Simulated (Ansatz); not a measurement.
A relaxation of cell and atoms of ScAg2 (I4/mmm, 3 atoms in the cell) with Ansatz (an electronic-structure program).

Method: PBEsol, default PAW files made with PBE (plane waves; Ansatz).

The change in words: atoms on their sites; basis.ecutwfc: 30.9 Ry → 18.4 Ry; relax: default → cell and atoms. Reference geometry:
```
ScAg2
1.0
   -1.77444     1.77444     4.47660
    1.77444    -1.77444     4.47660
    1.77444     1.77444    -4.47660
Sc Ag
1 2
Direct
  0.00558   0.00558   0.00000
  0.66664   0.66664   0.00000
  0.33336   0.33336   0.00000
```

Reference input (self-consistent single point, DFT, PBEsol, plane waves, default PAW files made with PBE): basis.ecutwfc = 30.9 Ry; kpoints.mp_grid.grid = 9 9 9; hamiltonian.xc = pbesol; hamiltonian.pseudopotentials = {kind: paw} (the program's default PAW files); scf.occupations.method = fermi_dirac; scf.occupations.width = 0.0073 Ry. This run's input differs from it in these lines:

Ansatz 0.2 input:
```diff
@@ -6,3 +6,3 @@
   atoms:
-    - { symbol: Sc, position: [0.00558500, 0.00558500, 0.00000000] }
+    - { symbol: Sc, position: [0.00000000, 0.00000000, 0.00000000] }
     - { symbol: Ag, position: [0.66664000, 0.66664000, 0.00000000] }
@@ -10,3 +10,3 @@
 basis:
-  ecutwfc: 30.9 Ry
+  ecutwfc: 18.4 Ry
 kpoints:
@@ -18,2 +18,4 @@
   occupations: { method: fermi_dirac, width: 0.0073 Ry }
+relax:
+  cell: {}
 output:
```

Output, abridged:

```
   [... SCF lines of the steps left out ...]
relax step   1: F+E_penalty+E_count = -17153.90913396 eV  Δ(F+E_penalty+E_count) = +0.000e0 eV  max|allowed force component| = 4.998e-2 eV/Å  Δτ_max = 0.0000 Å  P = -3.649 GPa  Ω = 56.381 Å³  (7 SCF iters, dr2 threshold 1.00e-7 eV, accepted)
relax step   2: F+E_penalty+E_count = -17155.30289467 eV  Δ(F+E_penalty+E_count) = -1.394e0 eV  max|allowed force component| = 1.191e-1 eV/Å  Δτ_max = 0.0102 Å  P = +32.417 GPa  Ω = 51.875 Å³  energy of the carried Pulay correction = +1.799e0 eV  (7 [...]
   [... lines left out ...]
relax step  30: F+E_penalty+E_count = -17153.93542780 eV  Δ(F+E_penalty+E_count) = +1.401e-3 eV  max|allowed force component| = 3.336e-5 eV/Å  Δτ_max = 0.0000 Å  P = -0.018 GPa  Ω = 54.424 Å³  energy of the carried Pulay correction = -1.405e-3 eV  [...]
relax step  31: F+E_penalty+E_count = -17153.93549054 eV  Δ(F+E_penalty+E_count) = -6.273e-5 eV  max|allowed force component| = 7.448e-4 eV/Å  Δτ_max = 0.0000 Å  P = +0.010 GPa  Ω = 54.424 Å³  stress off target by 4.38e-2 GPa  SCF on the basis [...]
basis re-selected at this cell: Δ(F+E_penalty+E_count) = -6.273e-5 eV, ΔP = +0.028 GPa vs the last step
the relaxation is at rest under the 16 symmetry operations that the run kept from its start: a minimum is not shown …
Stability not checked: this state was not tested for a lower state beside it, because too few of the mixer's solves of this state at the end of the SCF gave a …
Free energy (F): -17153.935491 eV
Internal energy: -17153.893945 eV  (E = F + TS)
   [... lines left out ...]
Fermi energy:    15.379671 eV
  cell:  # Å, volume = 54.4244 Å³
   [... lines left out ...]
    - [1.7588557370464288, -1.7588557370464288, 4.398178398933185]
    - [1.7588557370464288, 1.7588557370464288, -4.398178398933185]
  atoms:
    - { symbol: Sc, position: [9.649886143494904e-21, 9.649886143494926e-21, 1.2767821260967964e-35] }
    - { symbol: Ag, position: [0.6661731062649351, 0.6661731062649351, 2.0980354539998838e-35] }
    - { symbol: Ag, position: [0.33382689373506474, 0.33382689373506474, -4.2862734575761564e-36] }
```

The run converged. 

Summary of the result:
* **Free energy E − TS (on the zero of these files)**: -17153.9355 eV
* **Fermi level (on the code's own zero)**: 15.38 eV
* **Pressure**: 0.01 GPa
* **Final cell**: a = b = c = 5.053 Å, α = β = 139.26°, γ = 58.98°
* **Final volume per atom**: 18.14 Å³
* **Relaxation steps**: 31

The starting cell comes from a database of computed structures (which also holds hypothetical and non-ambient phases and stackings), without a prior relaxation at this level. Its lattice was rescaled by up to half a per cent. The relaxation keeps the symmetry of its start, so its end need not be a minimum. Ansatz's pressure includes its estimate of the finite-basis (Pulay) stress. Without the estimate this run gives -63.81 GPa. The cutoff lies below the one recommended for these files.

Cost on one core of a shared machine: roughly 80 s.
